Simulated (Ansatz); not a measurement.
A dielectric-response calculation of KZnF₃ (Pm-3m, 5 atoms in the cell) with Ansatz (a quantum-chemistry and plane-wave program).

Computed with LDA (PW92), default PAW files made with PBE (plane waves; Ansatz).

```yaml
crystal:
  lattice:
    - [4.06215, 0.00000, 0.00000]
    - [0.00000, 4.06215, 0.00000]
    - [0.00000, 0.00000, 4.06215]
  atoms:
    - { symbol: K, position: [0.00000, 0.00000, 0.00000] }
    - { symbol: Zn, position: [0.50000, 0.50000, 0.50000] }
    - { symbol: F, position: [0.50000, 0.00000, 0.50000] }
    - { symbol: F, position: [0.00000, 0.50000, 0.50000] }
    - { symbol: F, position: [0.50000, 0.50000, 0.00000] }
```

Reference input (self-consistent single point, DFT, LDA (PW92), plane waves, default PAW files made with PBE): basis.ecutwfc = 30.9 Ry; kpoints.mp_grid.grid = 6 6 6; hamiltonian.xc = lda; hamiltonian.pseudopotentials = {kind: paw} (the program's default PAW files); scf.occupations.method = fermi_dirac; scf.occupations.width = 0.0007 Ry. This run's input differs from it in these lines:

Ansatz 0.2 input:
```diff
@@ -14,3 +14,3 @@
 kpoints:
-  mp_grid: { grid: [6, 6, 6] }
+  mp_grid: { grid: [10, 10, 10] }
 hamiltonian:
@@ -19,7 +19,4 @@
 scf:
-  occupations: { method: fermi_dirac, width: 0.0007 Ry }
-output:
-  forces: true
-  eigenvalues: true
-  stress: true
+  occupations: { method: fixed }
+dielectric: {}
```

Output (repeated stretches shortened):

```
SCF iter   1: F=—  HF=-7128.417781 eV  |F-HF|=—  |Δ(HF+E_count)|=         —  Δρ=2.09e-2  dr2=2.04e-1  ethr=1.77e-3  ⟨swp⟩=4.5  Hψ=14019  notcnv=0  defer=270
all-band conjugate gradients solve this SCF's bands
preconditioner: auto → Resta (q_TF=auto, 2.524 Å⁻¹)
SCF iter   2: F=—  HF=-7128.359036 eV  |F-HF|=—  |Δ(HF+E_count)|=   5.87e-2  Δρ=5.35e-3  dr2=6.38e-3  ethr=4.87e-4  ⟨swp⟩=2.0  Hψ=6717  notcnv=0  defer=350
   [... lines left out ...]
SCF iter   7: F=—  HF=-7128.356801 eV  |F-HF|=—  |Δ(HF+E_count)|=   1.38e-6  Δρ=8.05e-6  dr2=7.55e-8  ethr=3.89e-9  ⟨swp⟩=2.0  Hψ=5644  notcnv=0  defer=126
SCF iter   8: F=—  HF=-7128.356801 eV  |F-HF|=—  |Δ(HF+E_count)|=   5.89e-9  Δρ=2.22e-6  dr2=4.60e-9  ethr=1.80e-10  ⟨swp⟩=2.3  Hψ=5056  notcnv=0  defer=126
SCF iter   9: F=—  HF=-7128.356801 eV  |F-HF|=—  |Δ(HF+E_count)|=   1.31e-9  Δρ=4.91e-7  dr2=1.01e-10  ethr=1.10e-11  ⟨swp⟩=2.1  Hψ=5282  notcnv=0  defer=126
SCF iter  10: F=-7128.356801 eV  HF=-7128.356801 eV  |F-HF|=4.55e-12  |Δ(HF+E_count)|=  4.91e-11  Δρ=1.30e-7  dr2=9.48e-12  ethr=1.00e-12  ⟨swp⟩=7.0  Hψ=10652  notcnv=0
SCF 1 converged in 10 iterations: F = -7128.356801 eV  dr2 = 9.48e-12
DFPT response loops at Γ: preconditioner auto → none (the input reference at scf.mixing.eps_inf says where Resta's filter doesn't serve); β = 0.50 …
Free energy (F): -7128.356801 eV
Internal energy: -7128.356801 eV  (E = F + TS)
E sigma→0 (E₀):  -7128.356801 eV
Fermi energy:    3.593915 eV
--- Dielectric response (ions clamped): 1 representative field direction + reference, on 126 of 1000 k-points (Σ response iterations 8) ---
  k mesh reduced under 8 symmetry operations, with k and −k counted as one. Each operation leaves every solved perturbation unchanged …
  ε∞ (high-frequency dielectric tensor):
        2.442899    -0.000000     0.000000
   [... lines left out ...]
         0.00000   -0.89254    0.00000
         0.00000    0.00000   -0.89254
    site 4:
        -0.89254   -0.00000    0.00000
         0.00000   -0.89254    0.00000
         0.00000    0.00000   -1.73599
  Z* charge neutrality: 5.675e-6 e pre-enforcement
  k-mesh period / interband length: 40.6 Å / 1.08 Å = 37.61 at k = (0.0000, 0.0000, 0.0000), direct gap 5.344 eV — 14 or more, which is no proof of convergence
```

The run converged in 10 iterations. 

Summary of the result:
```
Quantity                                                                                                                       Value
----------------------------------------------------------------------------------------  ------------------------------------------
Free energy E − TS (on the zero of these files)                                                                        -7128.3568 eV
Top of the valence band (on the code's own zero)                                                                             3.59 eV
Gap on the k-point mesh                                                                                                      3.61 eV
ε∞ at this k-point mesh, which may be far from converged in small-gap cells (xx, yy, zz)                            2.44, 2.44, 2.44
Born charges at this mesh (mean of the diagonal, e)                                       K 1.20, Zn 2.32, F -1.17, F -1.17, F -1.17
```

The starting cell has typed, rounded lattice constants, without a prior relaxation at this level. Its lattice was rescaled by up to half a per cent.

Cost on one core of a shared machine: roughly 80 s.
